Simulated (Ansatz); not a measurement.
Start from Hf in the hcp (Mg type) structure (space group P6_3/mmc, No. 194; relaxed with 0.1 eV smearing).

```
Hf
1.0
    3.19829     0.00000     0.00000
   -1.59915     2.76980     0.00000
    0.00000     0.00000     5.04882
Hf
2
Cartesian
  1.59915   0.92327   3.78662
  0.00000   1.84653   1.26221
```

Cartesian axes are those of the cell as printed.

Method: DFT with r2SCAN, PAW potentials and a 500 eV plane-wave cutoff in Ansatz (a program for electronic structure), no spin-orbit coupling.

Modification: tensor shear ε_xz = +1.71 % (engineering shear γ = 0.0342); the atoms relax in the strained cell.

**Question.** Predict the stress tensor and what it implies for the stiffness.

**Answer.** Stress of the strained cell less that of the base (GPa, compression positive):
```
    0.0     0.0    -2.0
    0.0     0.0     0.0
   -2.0     0.0     0.1
```

Then −Δσ/γ with γ = 2ε = 0.0342 gives secant stiffness values (nonlinear terms included at this strain): C55 ≈ 58 GPa.

As a check, the harmonic strain energy −½ V₀ Δσ:ε is 4.7 meV/atom; the computed energy rise is 4.8 meV/atom.

Stability against distortions was not tested. All final runs are without spin polarisation.
